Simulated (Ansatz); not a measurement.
# SnO (model structure, started from the h-BN type, P6₃/mmc, No. 194, 4 atoms in the cell)

The numbers are results of PBEsol (PAW; Ansatz, a program for electronic structure), not measurements.

Run with plane-wave cutoff 520 eV, 18×18×12 k mesh (along the axes of the cell as run), Fermi–Dirac smearing 0.05 eV, scalar-relativistic PAW data made under PBE.

Cell (relaxed with PBE-D3(BJ)):

```yaml
crystal:
  lattice:
    - [4.14146, 0.00000, 0.00000]
    - [-2.07073, 3.58661, 0.00000]
    - [0.00000, 0.00000, 5.19391]
  atoms:
    - { symbol: Sn, position: [0.33333, 0.66667, 0.25000] }
    - { symbol: Sn, position: [0.66667, 0.33333, 0.75000] }
    - { symbol: O, position: [0.33333, 0.66667, 0.75000] }
    - { symbol: O, position: [0.66667, 0.33333, 0.25000] }
```

| Item | Value |
|---|---|
| band gap | 0.38 eV (on the SCF k mesh) |
| Γ–Γ gap | 6.59 eV |

Note: the relaxation could raise the start's symmetry but not lower it, so the cell can be a saddle point; cell and atoms aren't relaxed at this level (pressure -1.9 GPa).

Spin–orbit coupling is not included.

The computed numbers hold no vibrational or temperature effects.

Cost on a shared machine: about 50 core-seconds (a rough figure).

A model structure was made by putting elements into a prototype or built by hand; it is no filed structure, need not be a known phase, and can be a saddle point held by its symmetry.
